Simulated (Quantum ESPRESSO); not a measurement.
A self-consistent single point of ZrIn₃ (I4/mmm, 4 atoms in the cell) with Quantum ESPRESSO.

Level of theory: PBEsol, PseudoDojo standard norm-conserving (PBESOL) pseudopotentials (plane waves; Quantum ESPRESSO).

The change in words: lattice scaled by 0.98. Reference geometry:
```yaml
crystal:
  lattice:
    - [-2.15006, 2.15006, 4.97804]
    - [2.15006, -2.15006, 4.97804]
    - [2.15006, 2.15006, -4.97804]
  atoms:
    - { symbol: Zr, position: [0.00000, 0.00000, 0.00000] }
    - { symbol: In, position: [0.25000, 0.75000, 0.50000] }
    - { symbol: In, position: [0.75000, 0.25000, 0.50000] }
    - { symbol: In, position: [0.50000, 0.50000, 0.00000] }
```

Reference input (self-consistent single point, DFT, PBEsol, plane waves, PseudoDojo standard norm-conserving (PBESOL) pseudopotentials): ecutwfc = 70 Ry; occupations = smearing; smearing = fd; degauss = 0.0073499 Ry; potentials = {Zr: Zr.upf, In: In.upf}; K_POINTS = automatic 7 7 7 0 0 0; conv_thr = 1e-09 Ry. This run's input differs from it in these lines:

```diff
@@ -24,5 +24,5 @@
 Zr    0.00000000    0.00000000    0.00000000
-In    0.36858879    0.00000000    0.42669796
-In    0.00000000    0.36858879    0.42669796
-In    0.00000000    0.00000000    0.85339593
+In    0.36858882    0.00000000    0.42669795
+In    0.00000000    0.36858882    0.42669795
+In    0.00000000    0.00000000    0.85339590
 K_POINTS {automatic}
@@ -30,5 +30,5 @@
 CELL_PARAMETERS {angstrom}
-  -2.15005900     2.15005900     4.97804500
-   2.15005900    -2.15005900     4.97804500
-   2.15005900     2.15005900    -4.97804500
+  -2.10705800     2.10705800     4.87848400
+   2.10705800    -2.10705800     4.87848400
+   2.10705800     2.10705800    -4.87848400
```

Log, with long lists cut:

```
     Self-consistent Calculation

     iteration #  1     ecut=    70.00 Ry     beta= 0.70

     Threshold (ethr) on eigenvalues was too large:
     Diagonalizing with lowered threshold

     total energy              =    -499.02424156 Ry
     estimated scf accuracy    <       0.10669886 Ry

     iteration #  2     ecut=    70.00 Ry     beta= 0.70

     total energy              =    -499.03361106 Ry
     estimated scf accuracy    <       0.15473258 Ry

     iteration #  3     ecut=    70.00 Ry     beta= 0.70

     total energy              =    -499.06718230 Ry
     estimated scf accuracy    <       0.00650397 Ry

   [... 4 blocks of this kind left out ...]

     iteration #  8     ecut=    70.00 Ry     beta= 0.70

     total energy              =    -499.06869900 Ry
     estimated scf accuracy    <       0.00000001 Ry

     iteration #  9     ecut=    70.00 Ry     beta= 0.70
     End of self-consistent calculation

     the Fermi energy is    13.5818 ev

!    total energy              =    -499.06869900 Ry
     estimated scf accuracy    <          8.1E-10 Ry
     smearing contrib. (-TS)   =      -0.00332839 Ry
     internal energy E=F+TS    =    -499.06537062 Ry

     convergence has been achieved in   9 iterations

     Forces acting on atoms (cartesian axes, Ry/au):

     atom    1 type  1   force =    -0.00000000   -0.00000000    0.00000000
   [... zero for the other atoms too ...]

     Total force =     0.000000     Total SCF correction =     0.000000

          total   stress  (Ry/bohr**3)                   (kbar)     P=        7.00
   0.00005131   0.00000000   0.00000000            7.55        0.00        0.00
   0.00000000   0.00005131   0.00000000            0.00        7.55        0.00
   0.00000000   0.00000000   0.00004008            0.00        0.00        5.90

   JOB DONE.
```

The run converged in 9 iterations. Against the reference run the free energy drops by 15.3 meV/atom and the pressure goes from -4.06 to 0.70 GPa.

The starting cell comes from a database of computed structures (which also holds hypothetical and non-ambient phases and stackings), without a prior relaxation at this level. Its lattice was rescaled by a random factor within 2.5 % of one. For this run, on top of that: lattice scaled by 0.98.

Cost on one core of a shared machine: roughly 3 min.
